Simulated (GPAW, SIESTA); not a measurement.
A SIESTA input for a self-consistent single point of RhCl3 (P1, 8 atoms in the cell) (DFT, LDA PW92, numerical atomic orbitals DZP, PseudoDojo LDA standard norm-conserving potentials (rewritten from UPF to PSML)):

```
# files in the folder: Rh.psml Cl.psml (PseudoDojo LDA standard)
SystemName  RhCl3
SystemLabel rhcl3

NumberOfAtoms                8
NumberOfSpecies              2
%block ChemicalSpeciesLabel
  1 45 Rh
  2 17 Cl
%endblock ChemicalSpeciesLabel
LatticeConstant              1.0 Ang
%block LatticeVectors
     3.000275000   -5.196550000    0.000000000
     3.000275000    5.196550000    0.000000000
    -1.959873000    0.000000000    5.883126000
%endblock LatticeVectors
AtomicCoordinatesFormat      Ang
%block AtomicCoordinatesAndAtomicSpecies
     3.021727146    3.435610691   -0.012672253  1
     2.944040497   -3.406296953    0.021696969  1
     4.018066865   -1.820465789    1.344076615  2
     0.041874909    1.803431498    4.580648969  2
     0.017695380   -1.806715718    4.562358330  2
     4.072671390    1.846230284    1.261977592  2
     3.181992112   -0.057692098    4.566547116  2
     0.824516742    0.005898084    1.324750546  2
%endblock AtomicCoordinatesAndAtomicSpecies

XC.functional                LDA
XC.authors                   PW92
PAO.BasisSize                DZP
PAO.EnergyShift              0.005 Ry
MeshCutoff                   350 Ry
%block kgrid.MonkhorstPack
    4   0   0  0.0
    0   4   0  0.0
    0   0   3  0.0
%endblock kgrid.MonkhorstPack
OccupationFunction           FD
ElectronicTemperature        10 K

MaxSCFIterations             150
SCF.Mixer.Method             Pulay
SCF.Mixer.Weight             0.1
SCF.Mixer.History            6
SCF.DM.Tolerance             1.0E-05
Diag.ParallelOverK           true
WriteForces                  true
```

Question: Write the same calculation as an input for GPAW.

Answer: This is the input that was run; spellings and numerical settings could be chosen otherwise.

```python
from ase import Atoms
from ase.units import GPa
from gpaw import GPAW

atoms = Atoms(['Rh', 'Rh', 'Cl', 'Cl', 'Cl', 'Cl', 'Cl', 'Cl'],
              cell=[[3.000275, -5.196550, 0.000000],
                    [3.000275, 5.196550, 0.000000],
                    [-1.959873, 0.000000, 5.883126]],
              positions=[[3.021727, 3.435611, -0.012672],
                         [2.944040, -3.406297, 0.021697],
                         [4.018067, -1.820466, 1.344077],
                         [0.041875, 1.803431, 4.580649],
                         [0.017695, -1.806716, 4.562358],
                         [4.072671, 1.846230, 1.261978],
                         [3.181992, -0.057692, 4.566547],
                         [0.824517, 0.005898, 1.324751]],
              pbc=True)

calc = GPAW(mode={'name': 'pw', 'ecut': 600},
            xc='LDA',
            kpts={'size': (4, 4, 3), 'gamma': True},
            occupations={'name': 'fixed-uniform'},
            nbands=-6,
            convergence={'density': 1e-05, 'energy': 1e-05, 'bands': -4},
            symmetry={'symmorphic': False, 'tolerance': 0.0005},
            maxiter=100,
            txt='-')

atoms.calc = calc

energy = atoms.get_potential_energy()
print('Energy (eV):', round(energy, 6))
forces = atoms.get_forces()
print('Forces (eV/Ang):')
print(forces.round(5))
stress = atoms.get_stress()
print('Stress (GPa, Voigt):', (stress / GPa).round(4))
```

Basis settings and potentials, where a program has them, do not carry over. This input uses DFT LDA (Perdew-Wang 92), plane waves, GPAW PAW datasets LDA (gpaw-data 1.0.1). LDA parametrisations can differ slightly between programs.

The starting cell comes from a database of computed structures (which also holds hypothetical and non-ambient phases and stackings), without a prior relaxation at this level. For this run, on top of that: atoms moved at random.
